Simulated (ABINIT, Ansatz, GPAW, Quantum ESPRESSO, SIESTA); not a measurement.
# One structure in several programs: MgAsPt5 (P4/mmm, 7 atoms in the cell)

Self-consistent single point.

```
MgAsPt5
1.0
    3.89382     0.00000     0.00000
    0.00000     3.89382     0.00000
    0.00000     0.00000     7.02621
Mg As Pt
1 1 5
Cartesian
  0.00000   0.00000   0.00000
  1.94691   1.94691   3.51311
  1.94691   1.94691   0.00000
  0.00000   1.94691   1.96102
  0.00000   1.94691   5.06520
  1.94691   0.00000   1.96102
  1.94691   0.00000   5.06520
```

Shared settings, as Ansatz (a first-principles code) writes them: kpoints.mp_grid.grid = 3 3 2; scf.occupations.method = gaussian; scf.occupations.width = 0.1 eV. Potentials and cutoffs stand in the table.

```tsv
code	model	pressure (GPa)	largest force (eV/Å)	cutoff
Ansatz	PBEsol, PAW files made with PBE	6.13	0.046	420 eV
SIESTA	GGA PBEsol, numerical atomic orbitals DZP, PseudoDojo PBEsol standard norm-conserving potentials (rewritten from UPF to PSML)	9.68	0.482	grid 300 Ry
Quantum ESPRESSO	PBEsol, GBRV 1.5 ultrasoft (PBESOL) pseudopotentials	5.72	0.030	40 Ry
GPAW	PBEsol, GPAW PAW datasets PBEsol (made by gpaw-setup)	6.63	0.000	800 eV
ABINIT	PBEsol, norm-conserving pseudopotentials (PseudoDojo nc-sr-04 PBEsol standard)	6.03	0.031	42 Ha
```

On Ansatz's run: spin-orbit coupling is off. Spin polarisation is off; with an odd number of electrons in the cell that forces a metal, and a magnetic state may lie lower.

The spread over the programs that give each value: pressure within 3.96 GPa; largest force within 0.482 eV/Å.

SIESTA uses small atom-centred bases, whose incompleteness enters pressures, forces and empty levels differently from a plane-wave cutoff. Ansatz's pressure is given at a fixed set of plane waves, as the other plane-wave codes print theirs; with its correction for the finite basis it is 6.19 GPa. In the pressure, SIESTA (by 3.60) lies more than 1 GPa from the median of the plane-wave programs. In the force vectors, SIESTA (by 0.498) lies more than 0.08 eV/Å from the median of the plane-wave programs.

On the base mesh (6 6 3) the same programs gave: Ansatz pressure 6.07 GPa; Quantum ESPRESSO pressure 5.67 GPa; ABINIT pressure 5.98 GPa; GPAW pressure 6.56 GPa; SIESTA pressure 9.74 GPa.

The starting cell comes from a database of computed structures (which also holds hypothetical and non-ambient phases and stackings), without a prior relaxation at this level. Its lattice was rescaled by a random factor within 2.5 % of one.

Left out of this page: CP2K (on another mesh).

Keys are those of Ansatz 0.2.
